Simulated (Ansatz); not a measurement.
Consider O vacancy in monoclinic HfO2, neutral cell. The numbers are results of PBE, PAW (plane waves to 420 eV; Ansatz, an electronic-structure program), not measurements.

Settings: 96 host sites, the relaxed PBE lattice, the Γ point alone, smearing 0.01 eV, spin-restricted, no image-charge correction. Energies are static. Spin-orbit coupling is left out. The charge state is imposed; whether it is stable for some Fermi level was not computed. Forms of the defect that were not tried may lie lower. The start lies 0.14 eV above the lowest site run (PBE).

Barriers: single points on a 2×2×2 k-point mesh shifted by half a step at the bands' geometries (they differ from the bands' own by up to 0.14 eV, and are uncertain by about as much).

Relaxed starting cell (atoms counted from 1):

```
CELL_PARAMETERS angstrom
     10.32305     0.00000     0.00000
      0.00000    10.42402     0.00000
     -1.79660     0.00000    10.55307
ATOMIC_POSITIONS crystal
  Hf 0.13438 0.22409 0.35783
  Hf 0.13761 0.22851 0.85461
  Hf 0.13748 0.72847 0.35406
  Hf 0.13726 0.72888 0.85371
  Hf 0.63686 0.22811 0.35438
  Hf 0.63717 0.22880 0.85384
  Hf 0.63747 0.72856 0.35385
  Hf 0.63758 0.72852 0.85370
  Hf 0.36115 0.27200 0.14651
  Hf 0.36064 0.27200 0.64592
  Hf 0.36181 0.77117 0.14528
  Hf 0.36145 0.77141 0.64568
  Hf 0.86124 0.27093 0.14657
  Hf 0.86199 0.27165 0.64459
  Hf 0.86155 0.77192 0.14536
  Hf 0.86150 0.77255 0.64464
  Hf 0.36074 0.47793 0.39533
  Hf 0.36170 0.47858 0.89583
  Hf 0.36071 0.97756 0.39525
  Hf 0.36173 0.97855 0.89564
  Hf 0.86150 0.47871 0.39583
  Hf 0.86184 0.47820 0.89536
  Hf 0.86251 0.97999 0.39563
  Hf 0.86162 0.97886 0.89545
  Hf 0.13721 0.02092 0.10546
  Hf 0.13608 0.02143 0.60435
  Hf 0.13749 0.52152 0.10446
  Hf 0.13728 0.52174 0.60409
  Hf 0.63711 0.02147 0.10411
  Hf 0.63658 0.02191 0.60406
  Hf 0.63750 0.52148 0.10375
  Hf 0.63700 0.52153 0.60363
  O  0.03238 0.08761 0.92604
  O  0.03278 0.58555 0.42339
  O  0.03279 0.58587 0.92404
  O  0.53160 0.08643 0.42493
  O  0.53313 0.08620 0.92453
  O  0.53279 0.58574 0.42392
  O  0.53305 0.58607 0.92425
  O  0.46630 0.41374 0.07521
  O  0.46575 0.41386 0.57525
  O  0.46597 0.91413 0.07525
  O  0.46550 0.91449 0.57528
  O  0.96670 0.41251 0.07641
  O  0.96525 0.41621 0.57655
  O  0.96641 0.91311 0.07406
  O  0.96602 0.91726 0.57268
  O  0.46627 0.33592 0.32564
  O  0.46605 0.33655 0.82475
  O  0.46623 0.83620 0.32529
  O  0.46665 0.83633 0.82526
  O  0.96468 0.33135 0.32973
  O  0.96603 0.33553 0.82500
  O  0.96791 0.83987 0.32462
  O  0.96646 0.83750 0.82371
  O  0.03098 0.15980 0.18058
  O  0.03349 0.16441 0.67288
  O  0.03254 0.66395 0.17466
  O  0.03345 0.66618 0.67284
  O  0.53314 0.16387 0.17495
  O  0.53183 0.16398 0.67416
  O  0.53324 0.66405 0.17422
  O  0.53302 0.66410 0.67426
  O  0.22344 0.37105 0.48806
  O  0.22410 0.37114 0.98795
  O  0.22438 0.87067 0.48799
  O  0.22381 0.87140 0.98803
  O  0.72398 0.37132 0.48782
  O  0.72414 0.37155 0.98781
  O  0.72525 0.87158 0.48783
  O  0.72432 0.87168 0.98744
  O  0.27442 0.12834 0.01318
  O  0.26800 0.12873 0.51078
  O  0.27501 0.62837 0.01166
  O  0.27483 0.62821 0.51170
  O  0.77516 0.12879 0.01218
  O  0.77448 0.12832 0.51129
  O  0.77517 0.62865 0.01141
  O  0.77491 0.62866 0.51126
  O  0.27404 0.12140 0.26333
  O  0.27609 0.12235 0.76306
  O  0.27495 0.62207 0.26174
  O  0.27466 0.62118 0.76173
  O  0.77562 0.12151 0.26257
  O  0.77457 0.12179 0.76143
  O  0.77539 0.62157 0.26159
  O  0.77568 0.62183 0.76113
  O  0.22456 0.37947 0.23765
  O  0.22370 0.37885 0.73815
  O  0.22461 0.87785 0.23767
  O  0.22470 0.87785 0.73838
  O  0.72461 0.37863 0.23778
  O  0.72421 0.37871 0.73766
  O  0.72383 0.87816 0.23701
  O  0.72412 0.87887 0.73749
```

End state 1 differs by these moves (Å; atoms that move under 0.08 Å are left out):

```tsv
atom	element	Δx	Δy	Δz
56	O	0.03	0.04	-0.07
73	O	-2.25	-0.45	-0.91
```

### Question
What forward and backward barriers to end state 1 does PBE, PAW give?

### Answer
forward 2.25 eV, backward 2.39 eV; at the saddle point atom 73 has neighbours 2 Hf at 1.98, Hf at 2.44; O at 2.50 Å. The program found a first-order saddle point.

End state 2 differs by these moves (Å; atoms that move under 0.08 Å are left out):

| atom | element | Δx | Δy | Δz |
|---|---|---|---|---|
| 46 | O | -0.03 | 0.06 | 0.06 |
| 52 | O | 0.03 | 0.02 | -0.07 |
| 56 | O | -0.41 | -0.77 | 2.56 |
| 73 | O | 0.08 | -0.01 | 0.02 |

### Question
Predict the forward and backward barriers to end state 2 from PBE, PAW.

### Answer
forward 1.76 eV, backward 1.76 eV; at the saddle point atom 56 has neighbours Hf at 1.98, Hf at 2.21, Hf at 2.41 Å. The program found a first-order saddle point.

End state 3 differs by these moves (Å; atoms that move under 0.08 Å are left out):

```csv
atom,element,Δx,Δy,Δz
47,O,0.95,1.73,-1.54
```

### Question
What forward and backward barriers to end state 3 does PBE, PAW give?

### Answer
forward 3.33 eV, backward 3.33 eV; at the saddle point atom 47 has neighbours 2 Hf at 1.89 Å. The program found a first-order saddle point.

End state 4 differs by these moves (Å; atoms that move under 0.08 Å are left out):

```json
[
 {"atom": "47", "element": "O", "Δx": "0.03", "Δy": "-0.08", "Δz": "-0.04"},
 {"atom": "54", "element": "O", "Δx": "0.51", "Δy": "2.52", "Δz": "1.00"},
 {"atom": "56", "element": "O", "Δx": "0.04", "Δy": "0.07", "Δz": "-0.08"}
]
```

### Question
What is the computed forward and backward barriers to end state 4 (PBE, PAW)?

### Answer
forward 2.26 eV, backward 2.26 eV; at the saddle point atom 54 has neighbours Hf at 1.93, Hf at 2.30 Å. The check of the saddle point's order was inconclusive.
